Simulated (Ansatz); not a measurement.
# Quick settings and what they miss: a (001) slab of V3Au (cut from a parent of space group no. 221; 12 atoms in the cell)

Self-consistent single point.

```yaml
crystal:
  lattice:
    - [3.83965, 0.00000, 0.00000]
    - [0.00000, 3.83965, 0.00000]
    - [0.00000, 0.00000, 25.69610]
  atoms:
    - { symbol: V, position: [0.00000, 0.50000, 0.31133] }
    - { symbol: V, position: [0.50000, 0.00000, 0.31133] }
    - { symbol: V, position: [0.50000, 0.50000, 0.38680] }
    - { symbol: V, position: [0.00000, 0.50000, 0.46226] }
    - { symbol: V, position: [0.50000, 0.00000, 0.46226] }
    - { symbol: V, position: [0.50000, 0.50000, 0.53773] }
    - { symbol: V, position: [0.00000, 0.50000, 0.61320] }
    - { symbol: V, position: [0.50000, 0.00000, 0.61320] }
    - { symbol: V, position: [0.50000, 0.50000, 0.68867] }
    - { symbol: Au, position: [0.00000, 0.00000, 0.38680] }
    - { symbol: Au, position: [0.00000, 0.00000, 0.53773] }
    - { symbol: Au, position: [0.00000, 0.00000, 0.68867] }
```

Computed with LDA (PW92), default PAW files made with PBE (plane waves; Ansatz, a first-principles code).

Base settings: basis.ecutwfc = 420 eV; kpoints.mp_grid.grid = 5 5 1; hamiltonian.xc = lda; hamiltonian.pseudopotentials = {kind: paw} (the program's default PAW files); scf.occupations.method = cold; scf.occupations.width = 0.2 eV.

Tight run (finer mesh or higher cutoff; not a proven limit): basis.ecutwfc: 420 eV → 590 eV; kpoints.mp_grid.grid: 5 5 1 → 7 7 1; scf.convergence.dr2_threshold: default (1e-07 eV) → 1e-09 eV. It gave Fermi level (on the code's own zero) 5.64 eV; pressure averaged over the cell with its vacuum -6.72 GPa; largest force (vector length) 1.744 eV/Å.

Quick runs, as changes from the base:
- A: the base itself
- B: basis.ecutwfc: 420 eV → 210 eV; kpoints.mp_grid.grid: 5 5 1 → 4 4 1; scf.occupations.width: 0.2 eV → 0.5 eV; scf.convergence.dr2_threshold: default (1e-07 eV) → 0.001 eV
- C: basis.ecutwfc: 420 eV → 210 eV; kpoints.mp_grid.grid: 5 5 1 → 2 2 1
- D: kpoints.mp_grid.grid: 5 5 1 → 4 4 1; scf.occupations.width: 0.2 eV → 0.5 eV; scf.convergence.dr2_threshold: default (1e-07 eV) → 0.0001 eV
- E: basis.ecutwfc: 420 eV → 335 eV; kpoints.mp_grid.grid: 5 5 1 → 6 6 1; hamiltonian.xc: lda → pbesol; scf.occupations.method: cold → fermi_dirac; scf.occupations.width: 0.2 eV → 0.272 eV; scf.convergence.dr2_threshold: default (1e-07 eV) → 0.001 eV [PBEsol]

Energies are extrapolated to zero smearing width, which holds to low order in the width alone.

Dashes: energy of E, another energy zero.

† marks runs with another functional, U, potentials or spin treatment: their distance from the tight run is not a convergence error alone.

The count of work is k-points × plane waves × bands × iterations; it is no time. 

The starting cell comes from a database of computed structures (which also holds hypothetical and non-ambient phases and stackings), without a prior relaxation at this level. The slab is cut from that crystal, and its faces are unrelaxed. Its lattice was rescaled in the plane by a random factor within 2.5 % of one. Spin polarisation is off. The two faces of this cut differ, and no dipole correction was used. In the base run, forces exceed 1 eV/Å.

```tsv
run	energy less tight (meV/atom)	largest miss in a force vector (eV/Å)	count of work / tight
A	5.8	0.076	0.27
B	5756.5	1.171	0.088
C	5817.9	0.982	0.076
D	9.3	0.075	0.21
E†	–	0.691	0.23
```

Among the runs at the tight run's level, the energy misses run from 5.8 to 5817.9 meV/atom.

Left out of this page: 1 run of the series outside the window shown, repeating another row's setting, or not comparable.

Keys are those of Ansatz 0.2.
